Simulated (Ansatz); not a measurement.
Cd_Na in rock-salt NaCl (start: the Na site; 64-site cell, 2×2×2 shifted sampling). These are PBE, PAW (plane waves to 420 eV; Ansatz, a quantum-chemistry and plane-wave program) values and carry that method's errors. Total energies of the localised charge states, counted from that of charge +1, and their image corrections (point charge with alignment); the host's valence-band maximum lies at 0.878 eV on the cells' energy zero and its gap is 4.99 eV.

| charge | moment (μB) | E − E(first) (eV) | correction (eV) |
|---|---|---|---|
| +1 | not spin-polarised | 0.000 | 0.397 |
| 0 | 1.0 | 4.856 | 0.000 |
| −1 | not spin-polarised | 9.468 | 0.045 |

Q: Derive the transition levels above the valence-band maximum and say which of them are thermodynamic.

A: A level is the Fermi energy at which two charges have equal formation energy: ε(q/q′) = [E(q′) + corr(q′) − E(q) − corr(q)] / (q − q′) − E_VBM.
ε(+1/0) = [(4.856 + 0.000) − (0.000 + 0.397)] / 1 − 0.878 = 3.58 eV
ε(0/−1) = [(9.468 + 0.045) − (4.856 + 0.000)] / 1 − 0.878 = 3.78 eV
Thermodynamic levels at least 0.1 eV inside the gap: (+1/0) at 3.58 eV; (0/−1) at 3.78 eV. They hold to tenths of an eV in this cell. Charges with a result: +1, 0, −1. Others weren't obtained, and one of them could lie lower, also by skipping a charge.
